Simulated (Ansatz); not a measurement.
KMgH$_{3}$ (Pm-3m), PBEsol, rigid bands (Ansatz, a quantum-chemistry and plane-wave program): N_c = 5.27e18 cm⁻³ at 300 K and an electron conductivity mass of 0.359 mₑ.

**Question.** For 1e16 electrons per cm³ at 300 K, place the Fermi level, estimate the Seebeck coefficient of a parabolic band with constant τ, and give mobility and conductivity for τ = 50 fs.

**Answer.** The level lies k_BT ln(N_c/n) = 0.162 eV below the conduction-band minimum. S ≈ −(k_B/e)[ln(N_c/n) + 5/2] = -755 μV/K, against -755 μV/K from the full bands (mean over directions). μ = eτ/m = 245 cm²/(V·s) and σ = neμ = 0.392 S/cm. τ is assumed, not computed.

Band transport and this doping are assumed; polarons and phonon drag are left out. Spin-orbit coupling is left out.

Formula and space group known from diffraction (Crystallography Open Database), not checked to be the room-temperature form: KMgH3 (Pm-3m).
